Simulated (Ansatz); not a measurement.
A computed series for hypothetical rock salt WGe: pressure series

Start from WGe in the rock salt structure (space group Fm-3m, No. 225; a hypothetical phase, not in the database extracts checked).

```
CELL_PARAMETERS angstrom
      0.00000     2.56082     2.56082
      2.56082     0.00000     2.56082
      2.56082     2.56082     0.00000
ATOMIC_POSITIONS crystal
  Ge 0.00000 0.00000 0.00000
  W  0.50000 0.50000 0.50000
```

Cell and atoms are relaxed at each pressure.

Method: r2SCAN/PAW in Ansatz (a first-principles code), no spin-orbit coupling.

```tsv
P (GPa)	V (Å³/atom)
-2.01	16.980
-1.01	16.886
0.89	16.713
2.09	16.610
4.50	16.411
8.99	16.070
14.99	15.667
22.49	15.227
29.99	14.842
```

Task: Fit a third-order Birch–Murnaghan equation of state.

Result: Least squares on P(V) = (3B₀/2)[(V₀/V)^(7/3) − (V₀/V)^(5/3)]·[1 + (3/4)(B₀′ − 4)((V₀/V)^(2/3) − 1)] gives V₀ = 16.79 Å³/atom, B₀ = 186 GPa and B₀′ = 4.3.

Load acts through the strain it causes; cell and atoms are relaxed under it. Whether these cells are dynamically stable was not tested. Competing high-pressure phases were not computed. All final runs are without spin polarisation. WGe has a high density of states at the Fermi level and may be magnetic at this level.
